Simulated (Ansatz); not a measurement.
CdS: band gap against strain

CdS (wurtzite, P6_3mc, 24.705 Å³/atom at rest, c along z) under an equal strain ε along all three axes. PBEsol in Ansatz, a plane-wave DFT program (PAW, default set), 420 eV, 9×9×5 Γ-centred mesh, Fermi-Dirac smearing 0.05 eV; ions are relaxed within the symmetry of each cell. Gaps are the smallest over the k-mesh and a band path, without spin-orbit coupling; in all rows the valence edge lies at Γ and the conduction edge at Γ.

Here s stands for strain and Eg for gap.

| strain (%) | gap (eV) |
|---|---|
| -3.00 | ? |
| -1.80 | 1.210 |
| -1.20 | 1.171 |
| -0.60 | 1.133 |
| 0.00 | 1.093 |

The 4 complete rows are fitted with a straight line, Eg against s. Means: s -0.90000, Eg 1.1518. About the means, the sum of products is -0.11670 and the sum of squares of s is 1.8000; the slope is their ratio. Least squares gives Eg = 1.0934 - 0.06483·s. Residuals (row less fit): -0.0001, -0.0002, 0.0007, -0.0004; standard error 0.0006 (degrees of freedom: 2). Over these rows the gap moves by -6.5 ± 0.04 eV per unit strain, or -2.2 eV per unit of ln V.

What does the fit predict for Eg at s = -3.00, and how far is the calculated value from it?

Eg = 1.0934 - 0.06483 × (-3.0) = 1.2879 eV. The calculation gives 1.286 eV, 0.0019 eV below the prediction (1.0 % of the range of Eg in the table). The row lies outside the fitted rows, so this is an extrapolation. The fitted rows scatter only by rounding.

Other structures, which can take over under pressure, weren't tried. Rows are the converged runs of the series near zero and its far end; series whose fitted rows scatter by over a few per cent of the range, as at a crossing or softening among them, aren't shown in this form. Most that stay on the fit to the last digits aren't either.
